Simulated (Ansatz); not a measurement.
# Ti: pressure series

Consider Ti in the hcp (Mg type) structure (space group P6_3/mmc, No. 194; a = 2.9389 Å, c = 4.6500 Å).

Cell and atoms are relaxed at each pressure.

Method: PBE (Ansatz, a first-principles code), no spin-orbit coupling, earlier PAW set.

Notes on the quantities. enthalpy: H = E + PV relative to the base's energy.

| change | shortest interatomic distance | enthalpy |
|---|---|---|
| base | 2.878 Å | – |
| pressure −2 GPa | 2.896 Å | -0.22 eV/atom |
| pressure −1 GPa | 2.887 Å | -0.11 eV/atom |
| pressure 3 GPa | 2.855 Å | +0.32 eV/atom |
| pressure 7 GPa | (withheld) | +0.74 eV/atom |
| pressure 15 GPa | 2.777 Å | +1.54 eV/atom |
| pressure 30 GPa | 2.705 Å | +2.93 eV/atom |
| pressure 50 GPa | 2.634 Å | +4.65 eV/atom |
| pressure 75 GPa | 2.570 Å | +6.61 eV/atom |
| pressure 100 GPa | 2.450 Å | +8.41 eV/atom |

Q: What belongs in the blanks?

A: 
- pressure 7 GPa, shortest interatomic distance: 2.826 Å

Load acts through the strain it causes; cell and atoms are relaxed under it. No phonon test of stability was made. No other phases were tried under pressure. The final runs are not spin-polarised.
